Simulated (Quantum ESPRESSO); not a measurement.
A working Quantum ESPRESSO input for CaYMg6 (P1, 8 atoms in the cell) (DFT, PBEsol, plane waves, SSSP 1.1.2 efficiency (PBE) pseudopotentials):

```fortran
&control
   calculation = 'scf'
   prefix = 'CaYMg6'
   outdir = './work'
   pseudo_dir = './'
   tprnfor = .true.
   tstress = .true.
/
&system
   ibrav = 0
   nat = 8
   ntyp = 3
   ecutwfc = 40
   ecutrho = 320
   occupations = 'smearing'
   smearing = 'mp'
   degauss = 0.0073499
   input_dft = 'pbesol'
/
&electrons
   conv_thr = 1.0d-10
   mixing_beta = 0.3
/
ATOMIC_SPECIES
Ca    40.0780  Ca_pbe_v1.uspp.F.UPF
Y     88.9058  Y_pbe_v1.uspp.F.UPF
Mg    24.3050  Mg.pbe-n-kjpaw_psl.0.3.0.UPF
ATOMIC_POSITIONS angstrom
Ca    3.38599301    3.38055357    2.30683515
Y    -0.00467778   -0.02460217    2.29267639
Mg    3.36506432   -0.00092342    2.32385065
Mg    0.00122000    3.35764323    2.30277921
Mg    1.65246359    5.12424066    0.01095012
Mg    5.07654615    1.61570189   -0.00031947
Mg    1.63546450    1.63927278    0.01907126
Mg    5.10889295    5.12907347    0.00429670
K_POINTS automatic
3 3 4  0 0 0
CELL_PARAMETERS bohr
  12.73735879     0.00000000     0.00000000
   0.00000000    12.73735879     0.00000000
   0.00000000     0.00000000     8.74956424
```

The run converged in 13 iterations: free energy E − TS -4879.2673 eV; Fermi level (on the code's own zero) 4.63 eV; pressure -1.02 GPa; largest force (vector length) 0.205 eV/Å. Each of these slips is then made, one at a time:

(1)
```diff
+   celldm(1) = 12.737359
```

(2)
```diff
-   ecutwfc = 40
+   ecutwfc = 40.0
-Mg    5.10889295    5.12907347    0.00429670
+Mg    5,10889295    5,12907347    0,00429670
```

(3)
```diff
-Ca    40.0780  Ca_pbe_v1.uspp.F.UPF
-Y     88.9058  Y_pbe_v1.uspp.F.UPF
+Ca    40.0780  Y_pbe_v1.uspp.F.UPF
+Y     88.9058  Ca_pbe_v1.uspp.F.UPF
-Ca    3.38599301    3.38055357    2.30683515
-Y    -0.00467778   -0.02460217    2.29267639
-Mg    3.36506432   -0.00092342    2.32385065
-Mg    0.00122000    3.35764323    2.30277921
-Mg    1.65246359    5.12424066    0.01095012
-Mg    5.07654615    1.61570189   -0.00031947
-Mg    1.63546450    1.63927278    0.01907126
-Mg    5.10889295    5.12907347    0.00429670
+Ca  3.38599301    3.38055357    2.30683515
+Y   -0.00467778   -0.02460217    2.29267639
+Mg  3.36506432   -0.00092342    2.32385065
+Mg  0.00122000    3.35764323    2.30277921
+Mg  1.65246359    5.12424066    0.01095012
+Mg  5.07654615    1.61570189   -0.00031947
+Mg  1.63546450    1.63927278    0.01907126
+Mg  5.10889295    5.12907347    0.00429670
```

What happens in each case?


(1) The cell or its scale given twice. The program stopped before any SCF iteration.
```
Error in routine cell_base_init (1):
lattice parameter specified twice
```

(2) Decimal commas. The program stopped before any SCF iteration.
```
Error in routine card_atomic_positions (1):
Error while parsing atomic position card.
```

(3) Potential files assigned to the wrong elements. The run converged in 14 iterations without an error; against the sound input the pressure goes from -1.02 to -1.20 GPa and the largest force goes from 0.205 to 0.485 eV/Å.

The starting cell comes from a database of computed structures (which also holds hypothetical and non-ambient phases and stackings), without a prior relaxation at this level. Its atoms were displaced at random from the sites of space group no. 123. Without a gap this mesh is coarse (it stands for a supercell whose shortest vector is 19 Å).

Left out of this page: 3 runs of the series outside the window shown, repeating another row's setting, or not comparable.
